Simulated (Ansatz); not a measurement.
Electronic density of states of amorphous Hf$_{18}$O$_{30}$N$_{4}$, density 9.55 g/cm³, on a 2×2×2 Γ-centred mesh with a Gaussian width of 0.1 eV; energies count from the Fermi level, whose place inside the gap is arbitrary. Cell and mesh are small, so fine structure isn't converged. Computed with PBE, scalar-relativistic without spin-orbit coupling (plane waves to 420 eV, PAW; Ansatz, a program for electronic structure). Sampling: a 2×2×2 Γ-centred mesh; Fermi-Dirac width 0.02 eV; no spin polarisation. At PBE the levels at the filled edge of the gap are localised (band-tail or defect states), and the nearest spread-out levels lie 3.6 eV apart at the zone centre.

A CHGNet melt-quench gave the starting glass, which DFT then relaxed. O and N atoms were pushed apart under 1.9 Å during the dynamics, to hinder bonds among them. The hot cell started wider than the set density and was brought back towards it in steps. It is the lowest in DFT energy of 4 quenches. It is a model cell: composition and starting density were chosen by hand, and all elements were melted together. No dispersion term was used. Its density started from a set value of 9.19 and ended at 9.55 g/cm³. The quench (nominally 300 K/ps over its main leg) was far faster than any real one, so the model tends to hold more defects than a real film. One small periodic cell is one sample of the glass; other quenches scatter about these values. Volume and shape were free in the relaxation.

```tsv
E - EF (eV)	states/(eV atom)
-12.00	0.36
-11.90	0.05
-11.80	0.00
-11.70	0.00
-11.60	0.00
-11.50	0.00
-11.40	0.00
-11.30	0.00
-11.20	0.00
-11.10	0.00
-11.00	0.00
-10.90	0.00
-10.80	0.00
-10.70	0.00
-10.60	0.00
-10.50	0.00
-10.40	0.00
-10.30	0.00
-10.20	0.00
-10.10	0.00
-10.00	0.00
-9.90	0.00
-9.80	0.00
-9.70	0.00
-9.60	0.00
-9.50	0.00
-9.40	0.00
-9.30	0.00
-9.20	0.00
-9.10	0.00
-9.00	0.00
-8.90	0.00
-8.80	0.00
-8.70	0.00
-8.60	0.00
-8.50	0.00
-8.40	0.00
-8.30	0.00
-8.20	0.00
-8.10	0.00
-8.00	0.00
-7.90	0.00
-7.80	0.00
-7.70	0.00
-7.60	0.03
-7.50	0.13
-7.40	0.21
-7.30	0.28
-7.20	0.36
-7.10	0.42
-7.00	0.43
-6.90	0.50
-6.80	0.59
-6.70	0.61
-6.60	0.65
-6.50	0.74
-6.40	0.78
-6.30	0.74
-6.20	0.77
-6.10	0.84
-6.00	0.90
-5.90	0.91
-5.80	0.90
-5.70	0.87
-5.60	0.86
-5.50	0.84
-5.40	0.84
-5.30	0.75
-5.20	0.70
-5.10	0.72
-5.00	0.79
-4.90	0.74
-4.80	0.74
-4.70	0.83
-4.60	0.80
-4.50	0.74
-4.40	0.76
-4.30	0.83
-4.20	0.86
-4.10	0.86
-4.00	0.88
-3.90	0.90
-3.80	0.88
-3.70	0.92
-3.60	0.97
-3.50	0.93
-3.40	0.81
-3.30	0.72
-3.20	0.78
-3.10	0.85
-3.00	0.83
-2.90	0.72
-2.80	0.60
-2.70	0.48
-2.60	0.36
-2.50	0.32
-2.40	0.43
-2.30	0.50
-2.20	0.53
-2.10	0.55
-2.00	0.36
-1.90	0.16
-1.80	0.04
-1.70	0.03
-1.60	0.13
-1.50	0.17
-1.40	0.05
-1.30	0.00
-1.20	0.00
-1.10	0.00
-1.00	0.00
-0.90	0.00
-0.80	0.00
-0.70	0.00
-0.60	0.00
-0.50	0.00
-0.40	0.00
-0.30	0.00
-0.20	0.00
-0.10	0.00
0.00	0.00
0.10	0.00
0.20	0.00
0.30	0.00
0.40	0.00
0.50	0.00
0.60	0.00
0.70	0.00
0.80	0.00
0.90	0.00
1.00	0.00
1.10	0.00
1.20	0.00
1.30	0.00
1.40	0.05
1.50	0.16
1.60	0.22
1.70	0.31
1.80	0.39
1.90	0.34
2.00	0.33
2.10	0.39
2.20	0.39
2.30	0.46
2.40	0.52
2.50	0.54
2.60	0.58
2.70	0.67
2.80	0.69
2.90	0.68
3.00	0.71
3.10	0.68
3.20	0.68
3.30	0.75
3.40	0.76
3.50	0.74
3.60	0.73
3.70	0.72
3.80	0.71
3.90	0.70
4.00	0.70
4.10	0.74
4.20	0.72
4.30	0.65
4.40	0.65
4.50	0.71
```

The level gap on this mesh is 2.95 eV; the broadening fills part of it in the curve.
